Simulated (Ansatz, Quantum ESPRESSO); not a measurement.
One structure in several programs: YbB2Ru3 (P6/mmm, 6 atoms in the cell)

Self-consistent single point.

```
YbB2Ru3
1.0
    5.58893     0.00000     0.00000
   -2.79447     4.84016     0.00000
    0.00000     0.00000     2.96200
Yb B Ru
1 2 3
Direct
  0.00000   0.00000   0.00000
  0.66667   0.33333   0.00000
  0.33333   0.66667   0.00000
  0.00000   0.50000   0.50000
  0.50000   0.00000   0.50000
  0.50000   0.50000   0.50000
```

Shared settings, as Ansatz (a program for electronic structure) writes them: kpoints.mp_grid.grid = 2 2 4; scf.occupations.method = fermi_dirac; scf.occupations.width = 0.1 eV. Potentials and cutoffs stand in the table.

```json
[
 {"code": "Quantum ESPRESSO", "model": "PBEsol, SSSP 1.1.2 efficiency (PBE) pseudopotentials", "pressure (GPa)": "-10.45", "cutoff": "60 Ry"},
 {"code": "Ansatz", "model": "PBEsol, PAW files made with PBE", "pressure (GPa)": "-9.98", "cutoff": "420 eV"}
]
```

On Ansatz's run: spin-orbit coupling is off. Spin polarisation is off.

The spread over the programs that give each value: pressure within 0.47 GPa.

Ansatz's pressure is given at a fixed set of plane waves, as the other plane-wave codes print theirs; with its correction for the finite basis it is -9.79 GPa.

On the base mesh (6 6 9) the same programs gave: Ansatz pressure -9.41 GPa; Quantum ESPRESSO pressure -9.89 GPa.

The values differ from the base mesh's, so the mesh still matters here: the table compares the programs at equal settings.

The starting cell comes from a database of computed structures (which also holds hypothetical and non-ambient phases and stackings), without a prior relaxation at this level. Its lattice was rescaled by a random factor within 2.5 % of one.

Left out of this page: FLEUR (not drawn, or without a comparable value).

Keys are those of Ansatz 0.2.
